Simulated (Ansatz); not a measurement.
**Ag: energy against strain**

Ag (fcc, Fm-3m, 16.655 Å³/atom at rest) under an equal strain ε in the (111) plane with the normal axis free, as in a coherent film. PBEsol in Ansatz, a plane-wave DFT program (PAW, default set), 420 eV, 28×28×28 Γ-centred mesh, Fermi-Dirac smearing 0.10 eV; ions are relaxed within the symmetry of each cell.

Here s stands for strain and y for E less E0.

| strain (%) | E less E0 (meV/atom) |
|---|---|
| -1.25 | 3.61 |
| -0.83 | 1.55 |
| -0.42 | 0.38 |
| 0.00 | 0.00 |
| 0.42 | 0.40 |
| 0.83 | 1.49 |
| 1.25 | 3.27 |
| 2.50 | ? |

Task: Using a parabola, estimate the missing y at s = 2.50 from the other rows, showing the fit.

Result: Least squares gives y = 0.002 - 0.0961·s + 2.2009·s². Residuals (row less fit): 0.049, -0.048, -0.051, -0.002, 0.050, 0.052, -0.051; standard error 0.061 (degrees of freedom: 4). Twice the quadratic coefficient over the volume, 2 × 2.2009 meV × 10⁴ × 0.1602 / 16.655 Å³, is twice the biaxial elastic modulus of this plane = 423 ± 7 GPa. At the withheld row, y = 0.002 - 0.0961 × 2.50 + 2.2009 × 2.50² = 13.517 meV/atom. The calculation gives 11.96 meV/atom, 1.557 meV/atom below the prediction (13.0 % of the range of y in the table). The row lies outside the fitted rows, so this is an extrapolation. From the scatter of the fitted rows alone, a prediction at this place has a standard error of 0.234 meV/atom, so the miss is 6.7 times that.

One order more, fitted to all 13 runs of the series, follows each within 0.01, so the miss is the next term of a smooth law. In a metal these values are sensitive to mesh and smearing; energies are taken to zero smearing, stresses follow the free energy. Rows are the converged runs of the series near zero and its far end; series whose fitted rows scatter by over a few per cent of the range, as at a crossing or softening among them, aren't shown in this form. Most that stay on the fit to the last digits aren't either.
